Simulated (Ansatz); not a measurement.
Ansatz (a quantum-chemistry and plane-wave program) is run on Cs (P6_3/mmc, 4 atoms in the cell), and the run fails. The aim is a self-consistent single point with DFT, PBEsol, plane waves, default PAW files made with PBE.

Cell that was meant: a = 5.5046 Å, b = 5.5046 Å, c = 17.7112 Å, α = 90.00°, β = 90.00°, γ = 120.00°.

Part of the input:

Ansatz 0.2 input:
```yaml
  xc: pbesol
  pseudopotentials: { kind: paw }
scf:
  occupations: { method: fixed }
output:
  forces: true
  eigenvalues: true
```

Output, abridged:

```
SCF iter   1: F=—  HF=-22342.618273 eV  |F-HF|=—  |Δ(HF+E_count)|=         —  Δρ=8.46e-4  dr2=1.20e-2  ethr=1.77e-3  ⟨swp⟩=5.0  Hψ=2130  notcnv=0  defer=27
all-band conjugate gradients solve this SCF's bands
   [... lines left out ...]
SCF iter  98: F=—  HF=-22342.620493 eV  |F-HF|=—  |Δ(HF+E_count)|=   5.07e-5  Δρ=9.37e-5  dr2=6.23e-4  ethr=1.68e-6  ⟨swp⟩=1.4  Hψ=1194  notcnv=0
SCF iter  99: F=—  HF=-22342.620490 eV  |F-HF|=—  |Δ(HF+E_count)|=   2.22e-6  Δρ=9.21e-5  dr2=6.08e-4  ethr=1.68e-6  ⟨swp⟩=1.0  Hψ=1152  notcnv=0
SCF iter 100: F=—  HF=-22342.620502 eV  |F-HF|=—  |Δ(HF+E_count)|=   1.13e-5  Δρ=1.82e-4  dr2=2.38e-3  ethr=1.68e-6  ⟨swp⟩=1.0  Hψ=1152  notcnv=0  recentre
Error: did not converge after 100 iterations: dr2 = 2.38e-3 (threshold 1.00e-7), under the density mixer `msr1`, which `scf.mixing.algorithm: auto` chose by the deck's other keys (type `scf.mixing.algorithm: msr1` to keep it); at k-index 22, counted from 0 in this SCF's own list of k-points, the highest band that the last eigensolve's fill by count filled, 2.715355 eV, and the lowest that it left empty, 2.715355 eV, lay 1.321e-10 eV apart, the closest at any k-point: where those lie closer than the levels still move from one iteration to the next, and no symmetry of the run holds them equal, such a fill need not settle, and opposed starting moments at zero total moment, or else a [...]
```

Q: What is wrong, and how is it fixed?

A: The fault is fixed (insulator-type) occupations in a metal. A metal has bands that cross the Fermi level, so filling the same number of bands at every k-point puts electrons into the wrong states. To fix it, use a smearing (or tetrahedra) with enough empty bands. The run ended unconverged after 100 iterations.

The sound input it was made from differs as follows (other fixes are possible):
```diff
-  occupations: { method: fixed }
+  occupations: { method: gaussian, width: 0.0147 Ry }
```

With that input, the run converged in 7 iterations: free energy E − TS (on the zero of these files) -22343.2194 eV; Fermi level (on the code's own zero) 2.11 eV; pressure -0.12 GPa (DFT, PBEsol, plane waves, default PAW files made with PBE).

On the sound input: the starting cell was generated: these elements placed on a structure prototype, without a prior relaxation; it need not be a known phase or ordering of this composition. Its lattice was rescaled by a random factor within 2.5 % of one. Ansatz's pressure includes its estimate of the finite-basis (Pulay) stress.
